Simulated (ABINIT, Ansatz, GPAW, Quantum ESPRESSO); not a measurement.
**Mg6ZnSb (Amm2, 8 atoms in the cell) computed with different codes at matched settings**

Self-consistent single point, at a second geometry (lattice scaled by 0.98). First geometry:

```
CELL_PARAMETERS angstrom
      5.19379     0.00000     0.00000
      0.00000     3.23540     5.27750
      0.00000    -3.23540     5.27750
ATOMIC_POSITIONS crystal
  Mg 0.50000 0.83397 0.33497
  Mg 0.50000 0.33497 0.83397
  Mg 0.00000 0.67230 0.15776
  Mg 0.00000 0.15776 0.67230
  Mg 0.00000 0.66843 0.66843
  Mg 0.00000 0.16668 0.16668
  Zn 0.50000 0.83148 0.83148
  Sb 0.50000 0.33440 0.33440
```

Shared settings, as Ansatz (an electronic-structure program) writes them: kpoints.mp_grid.grid = 3 3 3; scf.occupations.method = gaussian; scf.occupations.width = 0.0037 Ry. Potentials and cutoffs stand in the table.

| code | model | ΔF from the first geometry (meV/atom) | pressure (GPa) | largest force (eV/Å) | cutoff |
|---|---|---|---|---|---|
| GPAW | PBEsol, GPAW PAW datasets PBEsol (made by gpaw-setup) | -4.9 | 0.77 | 0.042 | 800 eV |
| Quantum ESPRESSO | PBEsol, GBRV 1.5 ultrasoft (PBESOL) pseudopotentials | -4.5 | 0.66 | 0.042 | 50 Ry |
| Ansatz | PBEsol, PAW files made with PBE | -4.6 | 0.79 | 0.042 | default |
| ABINIT | PBEsol, PAW (JTH v2.0 PBE PAW, files made for PBE) | -4.2 | 0.77 | 0.041 | 60 Ry |

Size of the force on each atom (eV/Å): Sizes of forces hide their directions.

```json
[
 {"code": "GPAW", "Mg1": "0.042", "Mg2": "0.042", "Mg3": "0.036", "Mg4": "0.036", "Mg5": "0.023", "Mg6": "0.012", "Zn7": "0.034", "Sb8": "0.009"},
 {"code": "Quantum ESPRESSO", "Mg1": "0.042", "Mg2": "0.042", "Mg3": "0.035", "Mg4": "0.035", "Mg5": "0.025", "Mg6": "0.015", "Zn7": "0.033", "Sb8": "0.010"},
 {"code": "Ansatz", "Mg1": "0.042", "Mg2": "0.042", "Mg3": "0.036", "Mg4": "0.036", "Mg5": "0.023", "Mg6": "0.014", "Zn7": "0.033", "Sb8": "0.010"},
 {"code": "ABINIT", "Mg1": "0.041", "Mg2": "0.041", "Mg3": "0.038", "Mg4": "0.038", "Mg5": "0.021", "Mg6": "0.011", "Zn7": "0.034", "Sb8": "0.011"}
]
```

On Ansatz's run: spin-orbit coupling is off.

The spread over the programs that give each value: ΔF from the first geometry within 0.7 meV/atom; pressure within 0.13 GPa; largest force within 0.001 eV/Å.

Ansatz's pressure is given at a fixed set of plane waves, as the other plane-wave codes print theirs.

The shared mesh is coarse (it stands for a supercell whose shortest vector is 15 Å), so the values are not converged in it.

The starting cell comes from a database of computed structures (which also holds hypothetical and non-ambient phases and stackings), without a prior relaxation at this level. For this run, on top of that: lattice scaled by 0.98.

Left out of this page: CP2K and SIESTA (unsound by tests on forces, stress, charge or solver warnings); FLEUR (not drawn, or without a comparable value).

Keys are those of Ansatz 0.2.
